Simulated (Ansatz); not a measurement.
Start from C (space group R-3, No. 148; a = 6.357 Å, c = 3.873 Å (hexagonal axes); a hypothetical phase, not in the database extracts checked).

(Cell as relaxed with PBE.)

Levels (all Ansatz, a quantum-chemistry and plane-wave program, PAW): PBE (420 eV, scalar-relativistic without spin-orbit coupling); PBEsol (420 eV, no spin-orbit coupling).

Each level relaxes its own structure.

```tsv
base	PBE	PBEsol
volume per atom	5.65 Å³	5.54 Å³
lattice parameter a	6.357 Å	6.318 Å
band gap	3.43 eV	3.33 eV
```

One thing is altered: a negative pressure, −2 GPa.

| quantity | PBE | PBEsol |
|---|---|---|
| smallest direct gap | 4.69 eV | 4.70 eV |
| band gap | 3.44 eV | 3.33 eV |
| shortest interatomic distance | 1.481 Å | 1.479 Å |

PBE's band gap lies 0.102 eV above PBEsol's. Neither level is exact; PBEsol is the comparison here, not a measurement.

Load acts through the strain it causes; cell and atoms are relaxed under it. Whether these cells are dynamically stable was not tested.
